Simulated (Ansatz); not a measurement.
## HfSi2: pressure series

The reference is HfSi2 (space group Cmcm, No. 63).

```
CELL_PARAMETERS angstrom
      1.84126    -7.29923     0.00000
      1.84126     7.29923     0.00000
      0.00000     0.00000     3.65834
ATOMIC_POSITIONS crystal
  Si 0.94569 0.05431 0.75000
  Si 0.05431 0.94569 0.25000
  Si 0.24976 0.75024 0.75000
  Si 0.75024 0.24976 0.25000
  Hf 0.60552 0.39448 0.75000
  Hf 0.39448 0.60552 0.25000
```

Cell and atoms are relaxed at each pressure.

Method: PBE/PAW in Ansatz (a quantum-chemistry and plane-wave program), no SOC, earlier PAW set.

Notes on the quantities. enthalpy: H = E + PV relative to the base's energy.

```json
[
 {"variant": "base", "enthalpy": "–", "volume per atom": "16.39 Å³"},
 {"variant": "pressure −2 GPa", "enthalpy": "-0.21 eV/atom", "volume per atom": "16.66 Å³"},
 {"variant": "pressure −1 GPa", "enthalpy": "-0.10 eV/atom", "volume per atom": "16.52 Å³"},
 {"variant": "pressure 3 GPa", "enthalpy": "+0.30 eV/atom", "volume per atom": "…"},
 {"variant": "pressure 7 GPa", "enthalpy": "+0.70 eV/atom", "volume per atom": "15.59 Å³"},
 {"variant": "pressure 15 GPa", "enthalpy": "+1.46 eV/atom", "volume per atom": "…"},
 {"variant": "pressure 30 GPa", "enthalpy": "+2.80 eV/atom", "volume per atom": "13.83 Å³"},
 {"variant": "pressure 50 GPa", "enthalpy": "+4.46 eV/atom", "volume per atom": "12.83 Å³"},
 {"variant": "pressure 75 GPa", "enthalpy": "+6.38 eV/atom", "volume per atom": "…"},
 {"variant": "pressure 100 GPa", "enthalpy": "+8.19 eV/atom", "volume per atom": "11.24 Å³"}
]
```

### Question
Some entries are withheld; estimate them.

### Answer

- pressure 3 GPa, volume per atom: 16.02 Å³
- pressure 15 GPa, volume per atom: 14.86 Å³
- pressure 75 GPa, volume per atom: 11.92 Å³

Load acts through the strain it causes; cell and atoms are relaxed under it. Whether these cells are dynamically stable was not tested. Competing high-pressure phases were not computed. All final runs are without spin polarisation.
